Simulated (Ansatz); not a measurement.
Consider SrTiO3 in the cubic perovskite structure (space group Pm-3m, No. 221; a = 3.907 Å). Axes: x, y, z lie along the cube axes.

Calculations: r2SCAN (Ansatz, a program for electronic structure), scalar-relativistic without spin-orbit coupling.

For the base:

The band gap is 2.26 eV and the shortest interatomic distance is 1.953 Å.

It is then changed as follows: strain tensor (xx, yy, zz, yz, xz, xy) = (+0.36, +0.71, +0.48, +0.11, −0.01, +1.24) %; the atoms relax in the strained cell.

### Question
What happens to the energy relative to the base, band gap, stress and shortest interatomic distance?

### Answer
The energy goes up by 4.5 meV/atom; the band gap drops by 0.096 eV (2.26 eV → 2.17 eV); the stress (xx, yy, zz, yz, xz, xy; compression positive) is (-2.42, -3.21, -2.71, -0.26, 0.02, -2.94) GPa; the shortest interatomic distance goes up by 0.0072 Å (1.953 Å → 1.961 Å).

Whether these cells are dynamically stable was not tested. All final runs are without spin polarisation. Many cubic perovskites are stable only at high temperature; tilts and polar distortions were not tested.
